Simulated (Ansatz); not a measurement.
## Do energy and pressure agree? Two volumes of WC (P3m1, 2 atoms in the cell)

```yaml
crystal:
  lattice:
    - [1.46227, -2.53274, 0.00000]
    - [1.46227, 2.53274, 0.00000]
    - [0.00000, 0.00000, 2.85420]
  atoms:
    - { symbol: W, position: [0.00000, 0.00000, 0.01752] }
    - { symbol: C, position: [0.33333, 0.66667, 0.50000] }
```

Level of theory: LDA (PW92), PAW files made with PBE (plane waves; Ansatz, a quantum-chemistry and plane-wave program).

Settings: basis.ecutwfc = 1010 eV; kpoints.mp_grid.grid = 13 13 12; hamiltonian.xc = lda; hamiltonian.pseudopotentials = {kind: paw} (the program's default PAW files); scf.occupations.method = gaussian; scf.occupations.width = 0.1 eV. This cutoff ends a ladder whose last two steps agree within 1 meV/atom.

The second cell is the first with its lattice scaled by 0.98, at the same fractional positions.

The starting cell has typed, rounded lattice constants, without a prior relaxation at this level. Its lattice was rescaled by up to half a per cent. One atom was moved a little off its site on purpose. Spin polarisation is off. Ansatz's pressure includes its estimate of the finite-basis (Pulay) stress.

| cell | volume (Å³/atom) | pressure (GPa) | F less the first cell's (meV/atom) |
|---|---|---|---|
| first | 10.5707 | -16.13 | 0.00 |
| second | 9.9490 | 8.43 | ? |

### Question
Estimate the energy of the second cell from the pressures, and the bulk modulus between the two volumes.

### Answer
With P = −dF/dV, the trapezoid gives ΔF ≈ −(P₁ + P₂)/2 · ΔV = −(-3.850 GPa) · (-0.6217 Å³) = -14.94 meV/atom (1 eV/Å³ = 160.22 GPa). The modulus at fixed fractional positions is B = −ΔP/Δln V = 405 GPa, a mean over the interval. P(V) is curved, so the trapezoid lies high by about |ΔV|³·B·(1 + B′)/(12·V̄²) = 2.41 meV/atom for an assumed B′ = 4, which leaves -17.35 meV/atom. The runs gave -17.50 meV/atom, a miss of 0.15 meV/atom. Cases were kept where this miss is small, so the page shows the method and is no test of it.

Left out of this page: 15 runs of the series outside the window shown, repeating another row's setting, or not comparable.

Keys are those of Ansatz 0.2.
